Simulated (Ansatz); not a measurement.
Consider the following.

```
CELL_PARAMETERS angstrom
      0.00000     2.65912     2.65912
      2.65912     0.00000     2.65912
      2.65912     2.65912     0.00000
ATOMIC_POSITIONS crystal
  Si 0.00000 0.00000 0.00000
  Si 0.25000 0.25000 0.25000
```

Computed with PBE, finite-displacement electron-phonon coupling, linearised Boltzmann equation (plane waves, PAW, scalar-relativistic; Ansatz, a quantum-chemistry and plane-wave program). Condition of this run: hydrostatic pressure 9 GPa (the target of the relaxation). How the cell was made: relaxed with this functional, without spin-orbit coupling, then loaded as said.

**Question.** Predict the intrinsic electron mobility at 300 K.

**Answer.** 1610 cm²/(V·s).

Scattering by harmonic phonons alone: no impurities, screening or carrier-carrier scattering, bands fixed at 0 K. From a coarser fine mesh the values given move by up to 7 %. The mesh was bound by memory.
